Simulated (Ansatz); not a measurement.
Take PbF2 in the fluorite structure (space group Fm-3m, No. 225) as the base.

```
CELL_PARAMETERS angstrom
      0.00000     3.00037     3.00037
      3.00037     0.00000     3.00037
      3.00037     3.00037     0.00000
ATOMIC_POSITIONS crystal
  Pb 0.00000 0.00000 0.00000
  F  0.25000 0.25000 0.25000
  F  0.75000 0.75000 0.75000
```

Calculations: PBE/PAW in Ansatz (a first-principles code), spin-orbit coupling left out.

One change was made to it. Results:

| quantity | base | after |
|---|---|---|
| width of the top valence band | 1.76 eV | 3.24 eV |
| valley order (the lowest conduction-band minima on the path, energy above the VBM, named in the base's zone) | X along ⟨100⟩ 4.42 eV; L along ⟨111⟩ 5.03 eV; a point along ⟨110⟩, about 0.6 Å⁻¹ from Γ 5.40 eV | a point along ⟨100⟩, about 0.9 Å⁻¹ from Γ 4.31 eV; L along ⟨111⟩ 4.85 eV; a point along ⟨110⟩, about 0.6 Å⁻¹ from Γ 5.26 eV |
| smallest direct gap | 4.56 eV | 4.49 eV |
| volume per atom | 18.01 Å³ | 14.65 Å³ |

### Question
Which of these changes matches the shifts?
A) pressure 0.9 GPa
B) pressure −2 GPa
C) pressure −1 GPa
D) pressure 22.5 GPa
E) pressure 4.5 GPa

### Answer
D, pressure 22.5 GPa. For comparison, the valley order in the other runs: pressure 0.9 GPa gives X along ⟨100⟩ 4.42 eV; L along ⟨111⟩ 5.03 eV; a point along ⟨110⟩, about 0.6 Å⁻¹ from Γ 5.40 eV; pressure 4.5 GPa gives X along ⟨100⟩ 4.41 eV; L along ⟨111⟩ 5.02 eV; a point along ⟨110⟩, about 0.6 Å⁻¹ from Γ 5.40 eV; pressure −1 GPa gives X along ⟨100⟩ 4.42 eV; L along ⟨111⟩ 5.03 eV; a point along ⟨110⟩, about 0.6 Å⁻¹ from Γ 5.39 eV; pressure −2 GPa gives X along ⟨100⟩ 4.41 eV; L along ⟨111⟩ 5.01 eV; a point along ⟨110⟩, about 0.6 Å⁻¹ from Γ 5.37 eV.

Spin-orbit coupling, missing from the scalar runs, can matter with Pb. Load acts through the strain it causes; cell and atoms are relaxed under it. Whether these cells are dynamically stable was not tested. No other phases were tried under pressure.
